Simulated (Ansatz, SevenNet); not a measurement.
**CsCl-type CoGa: properties by level of theory**

Reference values: lattice constant a 2.878 Å (measured, temperature not stated, copied from a table, unchecked, no zero-point or thermal correction; as tabulated in Monatshefte fuer Chemie und verwandte Teile anderer Wissenschaften 123, 509 (1992)).

```
level (code)            equilibrium lattice constant a (Å)  enthalpy of formation (eV/atom)
----------------------  ----------------------------------  -------------------------------
SevenNet-l3i5                                        2.884                           -0.301
revPBE (Ansatz)                                      2.900                           -0.226
PBE-D4 (Ansatz)                                      2.846                           -0.360
PBEsol-D3(BJ) (Ansatz)                               2.812                           -0.410
rVV10 (Ansatz)                                       2.897                           -0.202
r²SCAN+rVV10 (Ansatz)                                2.835                           -0.199
```

Machine-learned potentials (SevenNet-l3i5) are trained on DFT data: a solid inside that data is no test of them.

Ansatz's density-functional and Hartree–Fock values are scalar-relativistic unless marked +SOC, with PAW data made under PBE.

The crystal itself was run without spin with revPBE, PBE-D4, PBEsol-D3(BJ), rVV10, r²SCAN+rVV10; a magnetic state was not tried in these runs.

Ansatz is a first-principles code.
